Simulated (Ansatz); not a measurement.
What tensor shear ε_xy = −1.96 % does to Hf

Base system: Hf in the hcp (Mg type) structure (space group P6_3/mmc, No. 194; a = 3.1979 Å, c = 5.0473 Å). Axes: x lies along a and z along c of the hexagonal cell.

The change: tensor shear ε_xy = −1.96 % (engineering shear γ = -0.0392); the atoms relax in the strained cell.

All numbers come from r2SCAN (Ansatz, a program for electronic structure, PAW, scalar-relativistic without spin-orbit coupling). k-mesh 17×17×9 (Γ-centred); smearing 0.05 eV (Fermi–Dirac).

```csv
quantity,base,changed,shift
space group,P6_3/mmc (No. 194),P2_1/m (No. 11),–
shortest interatomic distance,3.127 Å,3.119 Å,-0.008 Å
energy relative to the base (free energy F),0 meV/atom,+6.5 meV/atom,+6.5 meV/atom
"pressure (mean of the normal stresses, compression positive)",0.0 GPa,0.1 GPa,+0.1 GPa
band gap,zero,zero,–
largest internal atomic displacement,–,0.026 Å,–
"stress (xx, yy, zz, yz, xz, xy; compression positive) (rough)",–,"(0.1, 0.3, -0.1, 0.0, 0.0, 2.4) GPa",–
```

Without a gap, meshes like the base's 17×17×9 leave anisotropic stresses uncertain by several tenths of a GPa, and small strain energies with them. No phonon test of stability was made. The final runs are not spin-polarised.
